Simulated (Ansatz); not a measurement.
Data:

```
TiSn2S6
1.0
    3.58027     0.00000     0.00000
   -1.79014     3.10061     0.00000
    0.00000     0.00000    17.19134
Ti Sn S
1 2 6
Direct
  0.00000   0.00000   0.00000
  0.00000   0.00000   0.32791
  0.00000   0.00000   0.67209
  0.33333   0.66667   0.07769
  0.33333   0.66667   0.41574
  0.33333   0.66667   0.75985
  0.66667   0.33333   0.24015
  0.66667   0.33333   0.58426
  0.66667   0.33333   0.92231
```

No spin polarisation.

Level of theory: PBE-D3(BJ) in Ansatz (plane waves to 420 eV, PAW, scalar-relativistic without spin-orbit coupling), earlier PAW set. k-mesh 11×11×2 (Γ-centred); smearing 0.05 eV (Fermi–Dirac).

**Question.** What is the computed gap character (in this cell's own zone, which can be folded)?

**Answer.** Indirect, K–Γ (80 % along) → L.

**Question.** What is the computed band gap?

**Answer.** 0.41 eV.

These are small ordered cells, not random alloys; other orderings at the same x differ. Whether these cells are dynamically stable was not tested. All final runs are without spin polarisation. The cell was made from TiS2 by this change: x(Sn) = 0.667, 9 atoms, P-3m1.

Ansatz is a quantum-chemistry and plane-wave program.
